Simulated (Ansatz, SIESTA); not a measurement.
A SIESTA input for a self-consistent single point of SnO₂ (P4_2/mnm, 6 atoms in the cell) (DFT, GGA PBE with spin-orbit coupling, numerical atomic orbitals TZP, PseudoDojo PBE fully relativistic norm-conserving potentials (rewritten from UPF to PSML)):

```
# files in the folder: Sn.psml O.psml (PseudoDojo PBE fully relativistic)
SystemName  SnO2
SystemLabel sno2

NumberOfAtoms                6
NumberOfSpecies              2
%block ChemicalSpeciesLabel
  1 50 Sn
  2 8 O
%endblock ChemicalSpeciesLabel
LatticeConstant              1.0 Ang
%block LatticeVectors
     4.740000000    0.000000000    0.000000000
     0.000000000    4.740000000    0.000000000
     0.000000000    0.000000000    3.190000000
%endblock LatticeVectors
AtomicCoordinatesFormat      Ang
%block AtomicCoordinatesAndAtomicSpecies
     0.000000000    0.000000000    0.000000000  1
     2.370000000    2.370000000    1.595000000  1
     1.455180000    1.455180000    0.000000000  2
     3.825180000    0.914820000    1.595000000  2
     0.914820000    3.825180000    1.595000000  2
     3.284820000    3.284820000    0.000000000  2
%endblock AtomicCoordinatesAndAtomicSpecies

XC.functional                GGA
XC.authors                   PBE
PAO.BasisSize                TZP
PAO.EnergyShift              0.01 Ry
MeshCutoff                   350 Ry
%block kgrid.MonkhorstPack
    4   0   0  0.0
    0   4   0  0.0
    0   0   5  0.0
%endblock kgrid.MonkhorstPack
OccupationFunction           FD
ElectronicTemperature        116.05 K
Spin                         spin-orbit
%block DM.InitSpin
  1 0.00 0.00 0.00
  2 0.00 0.00 0.00
  3 0.00 0.00 0.00
  4 0.00 0.00 0.00
  5 0.00 0.00 0.00
  6 0.00 0.00 0.00
%endblock DM.InitSpin

MaxSCFIterations             150
SCF.Mixer.Method             Pulay
SCF.Mixer.Weight             0.2
SCF.Mixer.History            6
SCF.DM.Tolerance             1.0E-04
Diag.ParallelOverK           true
WriteForces                  true
Charge.Mulliken              end
```

**Question.** Write the same calculation as an input for Ansatz (a quantum-chemistry and plane-wave program).

**Answer.** One input that does it (others would too):

Ansatz 0.2 input:
```yaml
crystal:
  lattice:
    - [4.740000, 0.000000, 0.000000]
    - [0.000000, 4.740000, 0.000000]
    - [0.000000, 0.000000, 3.190000]
  atoms:
    - { symbol: Sn, position: [0.000000, 0.000000, 0.000000] }
    - { symbol: Sn, position: [0.500000, 0.500000, 0.500000] }
    - { symbol: O, position: [0.307000, 0.307000, 0.000000] }
    - { symbol: O, position: [0.807000, 0.193000, 0.500000] }
    - { symbol: O, position: [0.193000, 0.807000, 0.500000] }
    - { symbol: O, position: [0.693000, 0.693000, 0.000000] }
kpoints:
  mp_grid:
    grid: [4, 4, 5]
hamiltonian:
  xc: pbe
  pseudopotentials:
    kind: paw
magnetization:
  noncollinear: true
  spin_orbit: true
scf:
  occupations:
    method: fermi_dirac
    width: 0.01 eV
output:
  forces: true
  eigenvalues: true
  stress: true
```

Basis settings and potentials, where a program has them, do not carry over. This input uses DFT, PBE with spin-orbit coupling, plane waves, default PAW files.

The starting cell has typed, rounded lattice constants, without a prior relaxation at this level.
